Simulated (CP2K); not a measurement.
Band structure of BeS (F-43m, 2 atoms in the cell).

```xyz
2
Lattice="3.4436 0.0000 0.0000 1.7218 2.9823 0.0000 1.7218 0.9941 2.8117" Properties=species:S:1:pos:R:3 pbc="T T T"
Be     0.0000     0.0000     0.0000
S      1.7218     0.9941     0.7029
```

Computed with CP2K with PBE, GPW, DZVP-MOLOPT-SR-GTH basis, GTH-PBE potentials (GTH_POTENTIALS).

Settings: CUTOFF = 600 Ry; REL_CUTOFF = 60 Ry; SMEAR/METHOD = FERMI_DIRAC; ELECTRONIC_TEMPERATURE = 232.09 K; KPOINTS/SCHEME = MONKHORST-PACK 12 12 12; GAMMA_CENTERED = T; XC_FUNCTIONAL = PBE; Be/BASIS_SET = DZVP-MOLOPT-SR-GTH; Be/POTENTIAL = GTH-PBE-q4; S/BASIS_SET = DZVP-MOLOPT-SR-GTH; S/POTENTIAL = GTH-PBE-q6; METHOD = GPW; EPS_DEFAULT = 1e-10; EXTRAPOLATION = USE_GUESS.

The starting cell has typed, rounded lattice constants, without a prior relaxation at this level. Values carry the incompleteness of an atom-centred basis.

Question: Predict the gap along the standard path and the places of the band edges.

Answer: The gap along the path is 4.34 eV, from Γ to a point between Γ and X; the smallest direct gap on it is 5.70 eV.

Levels in eV from the top of the valence band on the SCF mesh, bands 2 to 6:
| point | 2 | 3 | 4 | 5 | 6 |
|---|---|---|---|---|---|
| Γ | -13.64 | 0.00 | 0.00 | 0.00 | 5.70 |
| X | -11.45 | -5.03 | -2.67 | -2.67 | 4.41 |
| W | -11.41 | -4.30 | -3.85 | -3.37 | 8.56 |
| K | -11.47 | -4.58 | -4.11 | -2.21 | 5.41 |
| L | -12.02 | -5.80 | -1.05 | -1.05 | 5.50 |
| U | -11.47 | -4.58 | -4.11 | -2.21 | 5.41 |

Higher empty bands are left out: an atom-centred basis made for the valence describes them poorly.
